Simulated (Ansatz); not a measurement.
We consider NbRu (model structure, Fm-3m, No. 225, 2 atoms in the cell), described by PBEsol (Ansatz, a first-principles code, PAW).

Run with plane-wave cutoff 520 eV, 20×20×20 k mesh, Fermi–Dirac smearing 0.05 eV, no spin polarisation, scalar-relativistic PAW data made under PBE.

Cell (relaxed at this level):

```
NbRu
1.0
    0.00000     2.56704     2.56704
    2.56704     0.00000     2.56704
    2.56704     2.56704     0.00000
Ru Nb
1 1
Direct
  0.00000   0.00000   0.00000
  0.50000   0.50000   0.50000
```

**Question.** Give the computed bulk modulus.

**Answer.** 
- bulk modulus = 206 GPa

Note: the run has no spin polarisation, so it can have missed a magnetic state; the bulk modulus is −V dP/dV from two relaxed cells at ±2 % in volume; the relaxation could raise the start's symmetry but not lower it, so the cell can be a saddle point.

Static lattice: no zero-point or thermal effects.

The result took about 60 core-seconds (a rough figure).

A model structure was made by putting elements into a prototype or built by hand; it is no filed structure, need not be a known phase, and can be a saddle point held by its symmetry.
